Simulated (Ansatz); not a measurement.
One base run on TaBe (P4/mmm, 2 atoms in the cell) and variants with one or two settings moved

```yaml
crystal:
  lattice:
    - [2.85422, 0.00000, 0.00000]
    - [0.00000, 2.85422, 0.00000]
    - [0.00000, 0.00000, 3.74107]
  atoms:
    - { symbol: Be, position: [0.50000, 0.50000, 0.50000] }
    - { symbol: Ta, position: [0.00000, 0.00000, 0.00000] }
```

Base run A: PBE (Ansatz, a quantum-chemistry and plane-wave program), self-consistent single point.

Its settings: basis.ecutwfc = 30.9 Ry; kpoints.mp_grid.grid = 8 8 6; kpoints.mp_grid.shift = 0.5 0.5 0.5; hamiltonian.xc = pbe; hamiltonian.pseudopotentials = {kind: paw} (the program's default PAW files); scf.occupations.method = cold; scf.occupations.width = 0.01 Ry.

The starting cell was generated: these elements placed on a structure prototype, without a prior relaxation; it need not be a known phase or ordering of this composition. Its lattice was rescaled by a random factor within 2.5 % of one. Spin polarisation is off. In the base run, with a pressure of about -15 GPa the cell is away from its equilibrium volume at this level. Ansatz's pressure includes its estimate of the finite-basis (Pulay) stress.

ΔF is the free energy per atom less that of run A. A dash stands where there is no value to compare (another energy zero or no entropy term, no result, no spin, no clean gap, or a mesh too coarse for one). 

```json
[
 {"run": "A", "change": "base", "ΔF (meV/atom)": "0.00", "pressure (GPa)": "-14.94", "k-points": "30", "valence electrons": "15"},
 {"run": "B", "change": "hamiltonian.pseudopotentials: {kind: paw} (the program's default PAW files) → {kind: paw_fr}; magnetization.noncollinear: default → true; magnetization.spin_orbit: default → false", "ΔF (meV/atom)": "–", "pressure (GPa)": "-14.94", "k-points": "30", "valence electrons": "15"},
 {"run": "C", "change": "kpoints.mp_grid.grid: 8 8 6 → 4 4 3", "ΔF (meV/atom)": "-61.1", "pressure (GPa)": "-15.61", "k-points": "6", "valence electrons": "15"},
 {"run": "D", "change": "scf.occupations.method: cold → tetrahedron; scf.occupations.width: 0.01 Ry → default", "ΔF (meV/atom)": "-5.6", "pressure (GPa)": "-15.05", "k-points": "30", "valence electrons": "15"},
 {"run": "E", "change": "crystal.symmetry.detect: default → false", "ΔF (meV/atom)": "0.00", "pressure (GPa)": "-14.94", "k-points": "192", "valence electrons": "15"},
 {"run": "F", "change": "scf.convergence.dr2_threshold: default (1e-07 eV) → 1e-08 eV", "ΔF (meV/atom)": "0.00", "pressure (GPa)": "-14.94", "k-points": "30", "valence electrons": "15"},
 {"run": "G", "change": "3 x 3 x 1 supercell, mesh divided and rounded up; kpoints.mp_grid.grid: 8 8 6 → 3 3 6", "ΔF (meV/atom)": "-8.8", "pressure (GPa)": "-15.14", "k-points": "9", "valence electrons": "135"},
 {"run": "H", "change": "scf.occupations.width: 0.01 Ry → 0.0007 Ry", "ΔF (meV/atom)": "0.60", "pressure (GPa)": "-14.89", "k-points": "30", "valence electrons": "15"},
 {"run": "I", "change": "scf.mixing.preconditioner: default (the program chose none) → none", "ΔF (meV/atom)": "0.00", "pressure (GPa)": "-14.94", "k-points": "30", "valence electrons": "15"},
 {"run": "J", "change": "basis.precision: default → f64", "ΔF (meV/atom)": "0.00", "pressure (GPa)": "-14.94", "k-points": "30", "valence electrons": "15"},
 {"run": "K", "change": "scf.mixing.algorithm: default (the program chose MSR1) → anderson; scf.mixing.ndim: default → 12", "ΔF (meV/atom)": "0.00", "pressure (GPa)": "-14.94", "k-points": "30", "valence electrons": "15"}
]
```

Run J against A: The free energy is nearly the same (within 1 meV/atom) and the pressure stays at -14.94 GPa.

Run C against A: The free energy goes down by 61.1 meV/atom and the pressure goes from -14.94 to -15.61 GPa.

Run E against A: The free energy stays essentially unchanged (within 1 meV/atom) and the pressure stays at -14.94 GPa.

Keys are those of Ansatz 0.2.
